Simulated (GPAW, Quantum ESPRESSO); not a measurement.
LaCeRu₄ (F-43m, 6 atoms in the cell) computed with different codes at matched settings

Self-consistent single point.

```yaml
crystal:
  lattice:
    - [0.00000, 3.73293, 3.73293]
    - [3.73293, 0.00000, 3.73293]
    - [3.73293, 3.73293, 0.00000]
  atoms:
    - { symbol: La, position: [0.00000, 0.00000, 0.00000] }
    - { symbol: Ce, position: [0.75000, 0.75000, 0.75000] }
    - { symbol: Ru, position: [0.37519, 0.87443, 0.37519] }
    - { symbol: Ru, position: [0.37519, 0.37519, 0.37519] }
    - { symbol: Ru, position: [0.87443, 0.37519, 0.37519] }
    - { symbol: Ru, position: [0.37519, 0.37519, 0.87443] }
```

Shared settings, as Quantum ESPRESSO writes them: occupations = smearing; smearing = gauss; degauss = 0.0036749 Ry; K_POINTS = automatic 2 2 2 0 0 0. Potentials and cutoffs stand in the table.

```json
[
 {"code": "Quantum ESPRESSO", "model": "LDA (PZ), SSSP 1.1.2 efficiency (PBE) pseudopotentials", "pressure (GPa)": "0.32", "largest force (eV/Å)": "0.015", "cutoff": "60 Ry"},
 {"code": "GPAW", "model": "LDA (Perdew-Wang 92), GPAW PAW datasets LDA (gpaw-data 1.0.1)", "pressure (GPa)": "-0.15", "largest force (eV/Å)": "0.014", "cutoff": "800 eV"}
]
```

On Quantum ESPRESSO's run: spin-orbit coupling is off. Spin polarisation is off. The f electrons are in the valence without U or exact exchange, which can misplace them near the Fermi level. Spin-orbit terms, which matter for f shells, are left out.

The spread over the programs that give each value: pressure within 0.47 GPa; largest force within 0.001 eV/Å.

On the base mesh (7 7 7 0 0 0) the same programs gave: Quantum ESPRESSO pressure 0.95 GPa; GPAW pressure 0.39 GPa.

The values differ from the base mesh's, so the mesh still matters here: the table compares the programs at equal settings.

The starting cell comes from a database of computed structures (which also holds hypothetical and non-ambient phases and stackings), without a prior relaxation at this level. Its lattice was rescaled by a random factor within 2.5 % of one.

Left out of this page: Ansatz (with a known weakness of the program); Elk (not drawn, or without a comparable value).
